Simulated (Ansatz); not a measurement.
An Ansatz (an electronic-structure program) input (r2SCAN+rVV10/PAW in Ansatz, no SOC):

Ansatz 0.2 input:
```yaml
crystal:
  lattice:
    - [4.2685024245, 0, 0]
    - [2.1342512123, 3.6966315358, 0]
    - [0, 0, 16.61279322]
  atoms:
    - { symbol: Bi, position: [0.6666666667, 0.6666666667, 0.4481860277] }
    - { symbol: Bi, position: [1, 0, 0.5518139723] }
basis: { ecutwfc: 500, ecutrho_ratio: 4, xc_grid: 4, fft_grid_basis: typed }
kpoints: { mp_grid: { grid: [13, 13, 1] } }
hamiltonian:
  xc: r2scan
  dispersion: rvv10
  pseudopotentials: { kind: paw }
scf: { occupations: { method: fermi_dirac, width: 0.05 } }
relax: { f_tol: 0.01, max_steps: 60, cell: { stress_tol: 0.02, fix: [c, alpha, beta] } }
output: { forces: true, stress: true }
checkpoint: { write: state.ck, write_every: 1000 }
```

Q: Which symmetry and how many k-points will the program report, and about how many plane waves at Γ?

A: Space group P-3m1 (ITA 164) with 12 operations, k-points 21 of 169, and 6679 plane waves at Γ.

Whether these cells are dynamically stable was not tested. The cell was made from Bi in the A7 type structure (space group R-3m, No. 166; layered) by this change: a free-standing slab of 1 layer (2 atoms, 2 a layer) is cut normal to the stacking axis, with 15 Å of vacuum and the in-plane cell relaxed.
